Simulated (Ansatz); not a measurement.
**L1₂ (Cu3Au-type) Ni3Fe**

Level of theory: HSE06-D3(BJ) (plane waves, PAW; Ansatz, an electronic-structure program).

Numerical settings: plane-wave cutoff 460 eV, 8×8×8 k mesh, Fermi–Dirac smearing 0.05 eV, spin-polarised with parallel moments, scalar-relativistic PAW data made under PBE.

Cell: relaxed at this level.

For L1₂ (Cu3Au-type) Ni3Fe, the volume per atom is 10.83 Å³/atom and the bulk modulus B0 is 205 GPa. The equilibrium lattice constant a is 3.512 Å and the magnetic moment (largest site, within a sphere) is 3.53 μB.

Measured, for comparison: lattice constant a 3.545 Å (temperature not stated, copied from a table, unchecked, not corrected to a static lattice; as tabulated in Mineralogical Magazine 44, 225 (1981)). Computed (rounded) less measured: lattice constant a not scored (unchecked). A static lattice is as a rule a little smaller and stiffer than an uncorrected measurement, which narrows the difference in the lattice constant a and would widen misses of the other sign.

Moments are spin moments.

Computed values are for the static lattice.
